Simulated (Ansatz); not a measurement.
Response to strain in BeSe

Base system: BeSe in the zinc blende structure (space group F-43m, No. 216).

```
CELL_PARAMETERS angstrom
      0.00000     2.54081     2.54081
      2.54081     0.00000     2.54081
      2.54081     2.54081     0.00000
ATOMIC_POSITIONS crystal
  Be 0.00000 0.00000 0.00000
  Se 0.25000 0.25000 0.25000
```

Cartesian axes are those of the cell as printed.

Strains are applied to the cell and any free atomic positions relax; under biaxial strain the out-of-plane vector relaxes too.

All numbers come from Ansatz (an electronic-structure program) LDA, no spin-orbit coupling.

Candidates:
(a) biaxial strain +0.50 %, plane normal [001], relaxed out of plane
(b) biaxial strain +3.00 %, plane normal [001], relaxed out of plane
(c) biaxial strain −2.50 %, plane normal [001], relaxed out of plane
(d) biaxial strain −1.50 %, plane normal [001], relaxed out of plane
(e) biaxial strain +1.50 %, plane normal [001], relaxed out of plane

Q: Order them by out-of-plane strain, lowest first.

A: (b) biaxial strain +3.00 %, plane normal [001], relaxed out of plane (-2.55 %), (e) biaxial strain +1.50 %, plane normal [001], relaxed out of plane (-1.26 %), (a) biaxial strain +0.50 %, plane normal [001], relaxed out of plane (-0.42 %), (d) biaxial strain −1.50 %, plane normal [001], relaxed out of plane (+1.21 %), (c) biaxial strain −2.50 %, plane normal [001], relaxed out of plane (+2.00 %)

No phonon test of stability was made.
